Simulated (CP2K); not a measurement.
# How far to go with the k-point mesh: As (R-3m, 2 atoms in the cell)

```xyz
2
Lattice="4.1534 0.0000 0.0000 2.4344 3.3652 0.0000 2.4344 1.2435 3.1270" Properties=species:S:1:pos:R:3 pbc="T T T"
As     2.0906     1.0679     0.7246
As     6.9742     3.5625     2.4172
```

Method of the run: PBE, GPW, DZVP-MOLOPT-SR-GTH basis, GTH-PBE potentials (GTH_POTENTIALS) in CP2K.

Base settings: CUTOFF = 400 Ry; REL_CUTOFF = 50 Ry; SMEAR/METHOD = FERMI_DIRAC; ELECTRONIC_TEMPERATURE = 1160.45 K; KPOINTS/SCHEME = MONKHORST-PACK 5 5 5; XC_FUNCTIONAL = PBE; As/BASIS_SET = DZVP-MOLOPT-SR-GTH; As/POTENTIAL = GTH-PBE-q5; METHOD = GPW; EPS_DEFAULT = 1e-10.

Moved along: GAMMA_CENTERED.

The second cell is the first with its lattice scaled by 0.98.

Only quantities that move along the ladder and can be compared are tabulated.

The starting cell has typed, rounded lattice constants, without a prior relaxation at this level. Its lattice was rescaled by up to half a per cent. One atom was moved a little off its site on purpose. Values carry the incompleteness of an atom-centred basis. Without a gap this mesh is coarse (it stands for a supercell whose shortest vector is 19 Å).

| KPOINTS/SCHEME | free energy less the last step's (meV/atom) | energy of the compressed cell less the first (meV/atom) | pressure (GPa) | largest difference of a force vector from the last step's (eV/Å) |
|---|---|---|---|---|
| MONKHORST-PACK 2 2 2 | 1017.17 | 122.28 | 12.73 | 2.256 |
| MONKHORST-PACK 3 3 3 | -49.25 | 39.33 | 2.14 | 0.267 |
| MONKHORST-PACK 4 4 4 | -26.35 | 31.34 | 1.42 | 0.311 |
| MONKHORST-PACK 5 5 5 | -20.77 | 29.84 | 1.22 | 0.161 |
| MONKHORST-PACK 6 6 6 | -16.33 | 30.29 | 1.33 | 0.110 |
| MONKHORST-PACK 7 7 7 | -10.44 | 30.72 | 1.33 | 0.045 |
| MONKHORST-PACK 9 9 9 | -4.43 | 31.04 | 1.40 | 0.012 |
| MONKHORST-PACK 10 10 10 | -2.76 | 30.88 | 1.38 | 0.007 |
| MONKHORST-PACK 11 11 11 | -1.89 | 30.88 | 1.39 | 0.006 |
| MONKHORST-PACK 12 12 12 | -1.03 | 31.13 | 1.41 | 0.007 |
| MONKHORST-PACK 14 14 14 | -0.33 | 31.15 | 1.42 | 0.006 |
| MONKHORST-PACK 15 15 15 | -0.12 | 31.23 | 1.43 | 0.006 |
| MONKHORST-PACK 17 17 17 | 0.02 | 31.25 | 1.43 | 0.001 |
| MONKHORST-PACK 18 18 18 | 0.00 | 31.28 | 1.43 | 0.000 |

Coarsest KPOINTS/SCHEME that holds the forces within 0.02 eV/Å of the last step, with all finer ones: MONKHORST-PACK 9 9 9; the step before is off by 0.045 eV/Å.

Coarsest KPOINTS/SCHEME that holds the pressure within 0.5 GPa of the last step, with all finer ones: MONKHORST-PACK 4 4 4; the step before is off by 0.70 GPa.

Coarsest KPOINTS/SCHEME that holds the energy of the compressed cell less the first within 2 meV/atom of the last step, with all finer ones: MONKHORST-PACK 4 4 4; the step before is off by 8.0 meV/atom.

The energy difference between the two cells stays within 1 meV/atom of the last step's from MONKHORST-PACK 6 6 6 on, the total only from MONKHORST-PACK 14 14 14 on: much of the error is common to both cells and cancels.
